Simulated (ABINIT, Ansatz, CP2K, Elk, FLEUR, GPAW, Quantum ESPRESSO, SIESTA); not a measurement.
**Code comparison for SrO (Fm-3m, 2 atoms in the cell)**

Self-consistent single point, at a second geometry (lattice scaled by 0.98). First geometry:

```yaml
crystal:
  lattice:
    - [0.00000, 2.58000, 2.58000]
    - [2.58000, 0.00000, 2.58000]
    - [2.58000, 2.58000, 0.00000]
  atoms:
    - { symbol: Sr, position: [0.00000, 0.00000, 0.00000] }
    - { symbol: O, position: [0.50000, 0.50000, 0.50000] }
```

Shared settings, as Ansatz (a first-principles code) writes them: kpoints.mp_grid.grid = 8 8 8; scf.occupations.method = fermi_dirac; scf.occupations.width = 0.05 eV. Potentials and cutoffs stand in the table.

| code | model | ΔF from the first geometry (meV/atom) | pressure (GPa) | gap on the mesh (eV) | cutoff |
|---|---|---|---|---|---|
| Quantum ESPRESSO | PBE, GBRV 1.5 ultrasoft (PBE) pseudopotentials | 31.0 | 8.28 | 3.294 | 40 Ry |
| SIESTA | GGA PBE, numerical atomic orbitals DZP, PseudoDojo PBE standard norm-conserving potentials (rewritten from UPF to PSML) | 44.8 | 10.39 | 3.598 | grid 350 Ry |
| Elk | PBE, all-electron FP-LAPW, Elk's shipped species files, LAPW+lo basis | 27.7 | – | 3.301 | rgkmax 8 |
| GPAW | PBE, GPAW PAW datasets PBE (gpaw-data 1.0.1) | 34.3 | – | 3.336 | 950 eV |
| FLEUR | PBE, all-electron FLAPW (FLEUR), scalar-relativistic valence | 29.5 | – | 3.309 | Kmax 3.8 1/bohr |
| ABINIT | PBE, norm-conserving pseudopotentials (PseudoDojo nc-sr-05 PBE standard) | 29.1 | 7.94 | 3.293 | 84 Ry |
| Ansatz | PBE, default PAW files | 30.4 | 7.82 | 3.283 | default |
| CP2K | PBE, GPW, DZVP-MOLOPT-SR-GTH basis, GTH-PBE potentials (GTH_POTENTIALS) | 37.8 | 9.51 | 3.347 | grid 500 Ry |

A dash marks a value that a program does not give, or that is left out as unsure.

Gaps are read on the mesh.

The spread over the programs that give each value: ΔF from the first geometry within 17.1 meV/atom; pressure within 2.57 GPa; gap on the mesh within 0.315 eV.

SIESTA and CP2K use small atom-centred bases, whose incompleteness enters pressures, forces and empty levels differently from a plane-wave cutoff. Elk and FLEUR treat all electrons, but the usual bases taken here (sphere radii, linearisation, local orbitals, empty states) were not tested for convergence, so the values are no reference for the others. Ansatz's pressure is given at a fixed set of plane waves, as the other plane-wave codes print theirs; with its correction for the finite basis it is 8.20 GPa (the shift of 0.38 GPa shows how far the cutoff is from converged). The pressure of GPAW is left out: its cutoff lies under the one at which its stress was checked. In the pressure, SIESTA (by 2.45) and CP2K (by 1.57) lie more than 1 GPa from the median of the plane-wave programs. In the gap, SIESTA (by 0.305) lies more than 0.12 eV from the median of the plane-wave programs.

The starting cell has typed, rounded lattice constants, without a prior relaxation at this level. For this run, on top of that: lattice scaled by 0.98.

Keys are those of Ansatz 0.2.
